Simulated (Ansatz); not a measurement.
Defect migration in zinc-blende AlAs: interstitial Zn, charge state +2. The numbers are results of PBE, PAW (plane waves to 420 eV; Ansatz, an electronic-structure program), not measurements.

64-site cell at the relaxed PBE lattice, one k-point at (0.250, 0.250, 0.250), smearing 0.01 eV, spin-restricted, no finite-size correction. Energies are static. The charge state is imposed; whether it is stable for some Fermi level was not computed. Sites that were not tried may lie lower.

Barriers: single points on a 2×2×2 k-point mesh shifted by half a step at the bands' geometries.

Relaxed starting cell (atoms counted from 1):

```xyz
65
Lattice="11.4572 0.0000 0.0000 0.0000 11.4572 0.0000 0.0000 0.0000 11.4572" Properties=species:S:1:pos:R:3 pbc="T T T"
Al    -0.0689    -0.0670     0.0552
Al    -0.0155    -0.0125     5.7106
Al    -0.0086     5.7362     0.0028
Al    -0.0686     5.7915     5.6517
Al     5.7336    -0.0058     0.0023
Al     5.7921    -0.0708     5.6528
Al     5.8131     5.8131     0.0775
Al     5.7334     5.7365     5.7177
As     1.4077     1.4116     4.2750
As     1.4112     1.4115    10.0337
As     1.4388     7.1656     4.2811
As     1.4156     7.1732    10.0367
As     7.1642     1.4410     4.2832
As     7.1692     1.4185    10.0355
As     7.1583     7.1626     4.2909
As     7.1738     7.1730    10.0066
Al    -0.0031     2.8624     2.8536
Al    -0.0963     2.8587     8.5854
Al    -0.0092     8.5936     2.8573
Al    -0.0011     8.5887     8.5844
Al     5.7245     2.8665     2.8633
Al     5.8205     2.8678     8.5907
Al     5.7383     8.5980     2.8630
Al     5.7270     8.5953     8.5892
As     1.4161     4.3117     1.4372
As     1.4075     4.3124     7.1358
As     1.4383    10.0183     1.4308
As     1.4094    10.0093     7.1337
As     7.1705     4.2838     1.4401
As     7.1700     4.3133     7.1423
As     7.1598    10.0247     1.4270
As     7.1636    10.0165     7.1632
Al     2.8587     0.0018     2.8546
Al     2.8597    -0.0958     8.5802
Al     2.8637     5.7288     2.8596
Al     2.8634     5.8222     8.5921
Al     8.5900    -0.0062     2.8579
Al     8.5864     0.0009     8.5856
Al     8.5945     5.7415     2.8647
Al     8.5965     5.7274     8.5889
As     4.3104     1.4190     1.4385
As     4.3117     1.4102     7.1314
As     4.2830     7.1735     1.4366
As     4.3097     7.1713     7.1430
As    10.0156     1.4391     1.4295
As    10.0077     1.4116     7.1356
As    10.0222     7.1612     1.4288
As    10.0173     7.1644     7.1620
Al     2.8644     2.8660     0.0870
Al     2.8553     2.8615     5.6260
Al     2.8644     8.5973    -0.0071
Al     2.8604     8.5879     5.7242
Al     8.5933     2.8655    -0.0053
Al     8.5867     2.8616     5.7258
Al     8.5966     8.5984     0.0075
Al     8.5911     8.5912     5.7167
As     4.3070     4.3119     4.2818
As     4.3277     4.3310    10.0551
As     4.2749    10.0170     4.2832
As     4.3092    10.0161    10.0323
As    10.0147     4.2775     4.2831
As    10.0135     4.3095    10.0348
As    10.0159    10.0186     4.2840
As    10.0152    10.0175    10.0004
Zn     2.8815     2.8783     8.5961
```
Cell charge +2.

End state 1 differs by these moves (Å; atoms that move under 0.08 Å are left out):

| atom | element | Δx | Δy | Δz |
|---|---|---|---|---|
| 1 | Al | 0.06 | 0.06 | -0.06 |
| 4 | Al | 0.07 | -0.05 | 0.05 |
| 6 | Al | -0.05 | 0.07 | 0.05 |
| 7 | Al | -0.06 | -0.06 | -0.08 |
| 8 | Al | 0.09 | 0.09 | -0.09 |
| 9 | As | -0.06 | -0.07 | -0.07 |
| 15 | As | 0.06 | 0.06 | -0.05 |
| 18 | Al | 0.09 | -0.02 | 0.02 |
| 22 | Al | 0.00 | -0.10 | 0.09 |
| 34 | Al | -0.02 | 0.09 | 0.03 |
| 36 | Al | -0.09 | 0.00 | 0.09 |
| 49 | Al | -0.02 | -0.02 | -0.10 |
| 50 | Al | -0.11 | -0.12 | -0.02 |
| 65 | Zn | 1.39 | 1.39 | -1.46 |

Problem. What forward and backward barriers to end state 1 does PBE, PAW give?

Solution. forward 0.51 eV, backward 0.072 eV; at the saddle point atom 65 has neighbours Al at 2.58, 2 Al at 2.59, Al at 3.21; As at 2.52, As at 2.53, As at 2.55 Å. The saddle point's order was not checked, and it lies on a symmetry element of the cell, where a band can be held.
